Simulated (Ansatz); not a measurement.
End structure of a constructed model of the (111) surface of fcc Cu, (√3x√3)R30° surface alloy, Ga on one Cu site of the top plane (bottom of the slab: a bare face, its two planes held):

```yaml
crystal:
  lattice:
    - [3.85020, 2.22291, 0.00000]
    - [-3.85020, 2.22291, 0.00000]
    - [0.00000, 0.00000, 26.50000]
  atoms:
    - { symbol: Cu, position: [0.00000, 0.66667, 0.30266] }
    - { symbol: Cu, position: [0.33333, 0.33333, 0.30266] }
    - { symbol: Cu, position: [0.66667, 0.00000, 0.30266] }
    - { symbol: Cu, position: [0.00000, 0.33333, 0.38175] }
    - { symbol: Cu, position: [0.33333, 0.00000, 0.38175] }
    - { symbol: Cu, position: [0.66667, 0.66667, 0.38175] }
    - { symbol: Cu, position: [0.00000, 0.00000, 0.46033] }
    - { symbol: Cu, position: [0.33333, 0.66667, 0.46054] }
    - { symbol: Cu, position: [0.66667, 0.33333, 0.46054] }
    - { symbol: Cu, position: [0.00000, 0.66699, 0.53953] }
    - { symbol: Cu, position: [0.33301, 0.33301, 0.53953] }
    - { symbol: Cu, position: [0.66699, 0.00000, 0.53953] }
    - { symbol: Cu, position: [0.00000, 0.33337, 0.61836] }
    - { symbol: Cu, position: [0.33337, 0.00000, 0.61836] }
    - { symbol: Cu, position: [0.66663, 0.66663, 0.61836] }
    - { symbol: Ga, position: [0.00000, 0.00000, 0.70493] }
    - { symbol: Cu, position: [0.33333, 0.66667, 0.69841] }
    - { symbol: Cu, position: [0.66667, 0.33333, 0.69841] }
```

Model: 18-atom slab, 10.5 Å thick at the start with caps and adatoms (thin: gaps and levels are the slab's own), 10x10x1 mesh, Fermi-Dirac 0.1 eV, dipole correction, 6 atoms held, the rest relaxed; held to the start's symmetry, so lower structures may exist; no spin, no spin-orbit, no U. It is one candidate, not shown to be the stable structure of the face.

Question: What is the computed work function of the top face (PBE (Ansatz, a program for electronic structure))?

Answer: 4.66 eV
